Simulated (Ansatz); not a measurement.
Consider the following.

```
CELL_PARAMETERS angstrom
      0.00000     2.63774     2.63774
      2.63774     0.00000     2.63774
      2.63774     2.63774     0.00000
ATOMIC_POSITIONS crystal
  Zn 0.00000 0.00000 0.00000
  S  0.25000 0.25000 0.25000
```

The numbers are results of PBE with spin-orbit coupling, rigid bands (plane waves, PAW; Ansatz, a first-principles code), not measurements. Condition of this run: hydrostatic pressure of 4 GPa (compression positive) (the target of the relaxation). Cell: cell and atoms relaxed with PBEsol, then loaded as said.

### Question
What conductivity effective mass do dilute holes have at 300 K?

### Answer
0.81 mₑ.

### Question
Predict the electron conductivity mass (n e² τ/σ) at 300 K, by direction if it differs.

### Answer
0.198 mₑ.

### Question
And the band gap?

### Answer
2.41 eV at this level; semilocal functionals usually fall short of the measured gap.

Rigid bands, one relaxation time for all states, no polarons. Geometry: cell and atoms relaxed with PBEsol.
